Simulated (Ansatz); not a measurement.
The parent structure is Zn in the diamond structure (space group Fd-3m, No. 227; a = 5.827 Å; a hypothetical phase, not in the database extracts checked).

Calculations: PBE (Ansatz, a program for electronic structure, PAW, without spin-orbit coupling).

One change was made to it. Results:

```json
[
 {"quantity": "lattice parameter a", "base": "5.827 Å", "after": "5.909 Å"},
 {"quantity": "band gap", "base": "zero", "after": "zero"}
]
```

Q: Which of these changes matches the shifts?
A) pressure −2 GPa
B) pressure −1 GPa
C) pressure 10 GPa
D) pressure 3 GPa

A: B, pressure −1 GPa. For comparison, the lattice parameter a in the other runs: pressure −2 GPa gives 6.013 Å; pressure 3 GPa gives 5.650 Å; pressure 10 GPa gives 5.419 Å.

Load acts through the strain it causes; cell and atoms are relaxed under it. No phonon test of stability was made. No other phases were tried under pressure.
